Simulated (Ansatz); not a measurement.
Ansatz (a quantum-chemistry and plane-wave program) runs on several systems. Levels: (1) DFT, r2SCAN, plane waves, its default PAW files; (2) DFT, PBE, plane waves, its default PAW files, spin-polarised; (3) DFT, LDA, plane waves, its default PAW files; (4) DFT, PBEsol, plane waves, its default PAW files. Common settings: task = single point, kind of files = paw, scf.occupations.method = fermi_dirac, scf.occupations.width = 0.05 eV, output.forces = true, binding of workers (--pin) = off, k-point pools (--kpoint-pools) = 1, memory maximum (--max-ram) = 8GiB, accuracy = medium (default), basis.precision = auto (default), scf.eigensolver.kind = auto (default), scf.mixing.algorithm = auto (default), scf.mixing.preconditioner = auto (default), scf.lower_state_search = light (default).

One run each, counts alone. The counts of a restarted run leave out the earlier run.

| no. | system | kind | level | kpoints.mp_grid.grid | hamiltonian.xc | magnetization.spin_polarized | cell edges (Å) | k-points after symmetry | bands at the start | electrons | layout | SCF iterations |
|---|---|---|---|---|---|---|---|---|---|---|---|---|
| 1 | In6TeO12 (from the phase in space group 148, mp-22189) (O12In6Te), 19 atoms | compound, bulk | (1) | 4×4×4 | r2scan | not set | 6.2×6.2×6.2 | 14 | 102 | 166 | 4 threads | 7 |
| 2 | WS2, atoms displaced (from the phase in space group 194, mp-224) (S4W2), 6 atoms, spin-polarised from a ferromagnetic start (2 μB on W), ending non-magnetic | compound, long cell, spin-polarised | (1) | 6×6×2 | r2scan | true | 3.2×3.2×13.0 | 40 | 34 | 52 | 4 threads | 24 |
| 3 | MoS2 (from the phase in space group 160, mp-1434), 3 atoms, spin-polarised from a ferromagnetic start (2 μB on Mo), ending non-magnetic | compound, bulk, spin-polarised | (2) | 8×8×8 | pbe | true | 6.7×6.7×6.7 | 65 | 18 | 26 | 4 threads | 13 |
| 4 | LaBiS2O, atoms displaced (from the phase in space group 129, mp-1078397) (O2S4La2Bi2), 10 atoms | compound, long cell | (3) | 6×6×2 | lda | not set | 4.1×4.1×14.2 | 40 | 54 | 88 | 4 threads | 8 |
| 5 | CO2, atoms displaced (from the phase in space group 92, mp-1102227) (C4O8), 12 atoms | compound, bulk | (4) | 6×6×4 | pbesol | not set | 5.1×5.1×7.2 | 76 | 44 | 64 | 4 threads | 9 |
| 6 | BaNiF4, atoms displaced (from the phase in space group 36, mp-555321) (F8Ni2Ba2), 12 atoms, spin-polarised from a ferromagnetic start (2 μB on Ni) | compound, bulk, spin-polarised | (3) | 4×4×4 | lda | true | 7.5×7.5×5.8 | 36 | 70 | 112 | 4 threads | 30 |

Changes, each made alone in every run:
A. checkpoint.read: not set → first.ck; earlier_run: none (default) → first_atom_moved_ang=0.3 orbitals_saved=false
B. checkpoint.read: not set → first.ck; earlier_run: none (default) → first_atom_moved_ang=0.1 orbitals_saved=false
C. checkpoint.read: not set → first.ck; earlier_run: none (default) → first_atom_moved_ang=0.03 orbitals_saved=false

Task: For which of these systems does each change cut the SCF iterations by over a quarter (and by three or more), and for which does it raise them so?

Result: 
- A helps for 2, 3, 6 and costs for no system; within the bar: 1, 4, 5.
- B helps for 2, 3, 6 and costs for no system; within the bar: 1, 4, 5.
- C helps for 2, 3, 6 and costs for no system; within the bar: 1, 4, 5.

```tsv
no.	before	A (ratio)	B (ratio)	C (ratio)
1	7	8 (1.1)	7 (1.0)	6 (0.86)
2	24	11 (0.46)	9 (0.38)	7 (0.29)
3	13	8 (0.62)	7 (0.54)	6 (0.46)
4	8	9 (1.1)	8 (1.0)	6 (0.75)
5	9	11 (1.2)	9 (1.0)	9 (1.0)
6	30	14 (0.47)	9 (0.30)	8 (0.27)
```

Pairs with a ratio agree in their result (bars such as 1.0 meV/atom in energy, 10 meV/Å in forces (largest component), 0.020 μB/atom in magnetization, 0.020 μB/atom in absolute magnetization).

Keys are those of Ansatz 0.2.
